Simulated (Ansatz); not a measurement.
**HfO2: band gap against strain**

HfO2 (fluorite, Fm-3m, 11.038 Å³/atom at rest, cube axes along x, y and z) under an equal strain ε along all three axes. PBE in Ansatz, a plane-wave DFT program (PAW, default set), 420 eV, 11×11×11 Γ-centred mesh, Fermi-Dirac smearing 0.05 eV; ions are relaxed within the symmetry of each cell. Gaps are the smallest over the k-mesh and a band path, without spin-orbit coupling; in all rows the valence edge lies at about 1.2 Å⁻¹ from Γ and the conduction edge at about 1.2 Å⁻¹ from Γ.

Here s stands for strain and Eg for gap.

```csv
strain (%),gap (eV)
-1.50,3.86
-1.00,3.82
-0.50,3.78
0.00,3.75
0.50,3.71
1.00,3.67
1.50,3.64
3.00,?
```

Task: Using a straight line, estimate the missing Eg at s = 3.00 from the other rows, showing the fit.

Result: Means: s 0, Eg 3.747. About the means, the sum of products is -0.51500 and the sum of squares of s is 7.0000; the slope is their ratio. Least squares gives Eg = 3.747 - 0.0736·s. Residuals (row less fit): 0.003, -0.001, -0.004, 0.003, 0.000, -0.003, 0.003; standard error 0.003 (degrees of freedom: 5). Over these rows the gap moves by -7.4 ± 0.1 eV per unit strain, or -2.5 eV per unit of ln V. At the withheld row, Eg = 3.747 - 0.0736 × 3.0 = 3.526 eV. The calculation gives 3.52 eV, 0.006 eV below the prediction (1.8 % of the range of Eg in the table). The row lies outside the fitted rows, so this is an extrapolation. The fitted rows scatter only by rounding.

The primitive cell can neither tilt nor turn polar against its symmetry, as such crystals can under strain. Other structures, which can take over under pressure, weren't tried. HfO2 is here the high-temperature cubic form, which is unstable at 0 K; the monoclinic form is the stable one. Spin-orbit coupling is left out, which can shift this property for HfO2. Rows are the converged runs of the series near zero and its far end; series whose fitted rows scatter by over a few per cent of the range, as at a crossing or softening among them, aren't shown in this form. Most that stay on the fit to the last digits aren't either.
